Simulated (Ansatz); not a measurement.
Abridged Ansatz (a first-principles code) output:

```
Pseudopotential: Si, paw, valence charge 4
Pseudopotential: Rh, paw, valence charge 17
Crystal: 8 atoms, lattice volume = 102.030 Å³
Basis set: ecut = 420 eV, 1935 PW (Γ), exchange–correlation on 64×64×64 points (8 copies of the dense FFT grid, shifted against one another)
Bands: 50, of which v1, the nominal top of the filled ones, is band 42 counted from 1 (41 counted from 0)
Symmetry: 12 space group operations
k-points: 76 of 1000 (time reversal used)
Functional: x = pbesol(κ = 0.804, μ = 0.12345679012345678), c = pbesol(β = 0.046)
SCF iter   1: F=—  HF=-27851.577919 eV  |F-HF|=—  |Δ(HF+E_count)|=         —  Δρ=1.14e-1  dr2=1.54e1  ethr=3.10e-3  ⟨swp⟩=7.1  Hψ=14978  notcnv=0  defer=1
SCF iter   2: F=—  HF=-27848.689784 eV  |F-HF|=—  |Δ(HF+E_count)|=    2.89e0  Δρ=4.56e-2  dr2=2.26e0  ethr=3.10e-3  ⟨swp⟩=3.0  Hψ=8029  notcnv=0  defer=130
SCF 1 converged in 9 iterations: F = -27848.215804 eV  dr2 = 3.20e-11
SCF converged after 9 iterations
Free energy (F): -27848.215804 eV
Internal energy: -27848.206963 eV  (E = F + TS)
E sigma→0 (E₀):  -27848.211384 eV
Entropy (-TS):   -0.008841 eV (-1.105 meV/atom)
Fermi energy:    18.444524 eV
--- Forces (eV/Å), atoms counted from 1 ---
  atom   1  Si    -0.00002184     0.00002184    -0.00002184
  atom   2  Si     0.00002184    -0.00002184    -0.00002184
  atom   3  Si    -0.00002184    -0.00002184     0.00002184
  atom   4  Si     0.00002184     0.00002184     0.00002184
  atom   5  Rh    -0.00000197     0.00000197    -0.00000197
  atom   6  Rh     0.00000197    -0.00000197    -0.00000197
  atom   7  Rh    -0.00000197    -0.00000197     0.00000197
  atom   8  Rh     0.00000197     0.00000197     0.00000197
--- Stress (GPa, compression-positive) ---
        0.000148      -0.000000       0.000000
       -0.000000       0.000148       0.000000
        0.000000       0.000000       0.000148
  P = ⅓ Tr σ = 0.0001 GPa (0.001 kbar)
```

Question: What was computed, and what are the main results?

Answer: RhSi, 8 atoms in the cell, with plane-wave PAW DFT at the PBEsol level (Ansatz, 420 eV), no spin-orbit coupling, earlier PAW set. The last SCF converged to F = -27848.215804 eV, or -3481.0270 eV per atom, at a pressure of 0.00 GPa. The total energy compares only with runs of the same code, potentials and settings.

Whether these cells are dynamically stable was not tested. The final runs are not spin-polarised. The cell is RhSi (space group P2_13, No. 198; a cell from a computed database, its experimental status unchecked).
